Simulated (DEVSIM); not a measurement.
Structure: Ti/SiON/p-Si capacitor, at 250 K.

| layer (left to right) | material | thickness (nm) | Na (cm⁻³) |
|---|---|---|---|
| 1 | SiON | 5.00 | - |
| 2 | Si | 1900 | 9.5e16 |

Metal gate on the left, work function 4.33 eV. Fixed charge at the semiconductor interface -1.9e11 cm⁻² (in units of +e); no interface traps.

This is a model device: material constants are rounded textbook-type values typed into the input, and sizes, dopings and lifetimes were drawn at random. Values at 300 K; Nc and Nv go as T^1.5, mobilities as T to minus their exponent, the gap by Varshni's rule with the affinity fixed.

| parameter | SiON | Si |
|---|---|---|
| gap (eV) | 7 | 1.124 |
| affinity (eV) | 1.4 | 4.05 |
| permittivity | 5.5 | 11.7 |
| Nc (cm⁻³) | - | 2.86e19 |
| Nv (cm⁻³) | - | 3.1e19 |
| Varshni α (eV/K) | - | 0.000473 |
| Varshni β (K) | - | 636 |

Simulated with DEVSIM: 1D Poisson equation in equilibrium, Boltzmann statistics, complete ionisation; no quantum confinement or tunnelling. Metal contacts follow the ideal Schottky-Mott rule: no Fermi-level pinning, no interface dipoles.

Task: Tabulate band edges, carrier densities and field at -0.1 V on the gate.

Result: Energies count from the Fermi level of the right contact; mesh points crowd at the junctions.

| x (μm) | Ec (eV) | Ev (eV) | n (cm⁻³) | p (cm⁻³) | field (V/cm) |
|---|---|---|---|---|---|
| 0.000 | 3.030 | -3.970 | < 1e2 | < 1e2 | 310000 |
| 0.001009 | 3.061 | -3.939 | < 1e2 | < 1e2 | 310000 |
| 0.002475 | 3.107 | -3.893 | < 1e2 | < 1e2 | 310000 |
| 0.003915 | 3.151 | -3.849 | < 1e2 | < 1e2 | 310000 |
| 0.005214 | 0.537 | -0.599 | 3.2e8 | 2.0e7 | 120000 |
| 0.006640 | 0.554 | -0.582 | 1.5e8 | 4.3e7 | 110000 |
| 0.009542 | 0.586 | -0.550 | 3.3e7 | 1.9e8 | 110000 |
| 0.01856 | 0.679 | -0.457 | 440000 | 1.5e10 | 96000 |
| 0.03381 | 0.809 | -0.327 | 1100 | 6.1e12 | 74000 |
| 0.06486 | 0.969 | -0.167 | < 1e2 | 1.0e16 | 29000 |
| 0.1281 | 1.017 | -0.119 | < 1e2 | 9.3e16 | 320 |
| 0.3355 | 1.017 | -0.119 | < 1e2 | 9.5e16 | ≈ 0 |
| 0.6792 | 1.017 | -0.119 | < 1e2 | 9.5e16 | ≈ 0 |
| 1.228 | 1.017 | -0.119 | < 1e2 | 9.5e16 | ≈ 0 |
| 1.643 | 1.017 | -0.119 | < 1e2 | 9.5e16 | ≈ 0 |
| 1.777 | 1.017 | -0.119 | < 1e2 | 9.5e16 | ≈ 0 |
| 1.843 | 1.017 | -0.119 | < 1e2 | 9.5e16 | ≈ 0 |
| 1.875 | 1.017 | -0.119 | < 1e2 | 9.5e16 | ≈ 0 |
| 1.894 | 1.017 | -0.119 | < 1e2 | 9.5e16 | ≈ 0 |
| 1.900 | 1.017 | -0.119 | < 1e2 | 9.5e16 | ≈ 0 |
| 1.903 | 1.017 | -0.119 | < 1e2 | 9.5e16 | ≈ 0 |
| 1.905 | 1.017 | -0.119 | < 1e2 | 9.5e16 | ≈ 0 |
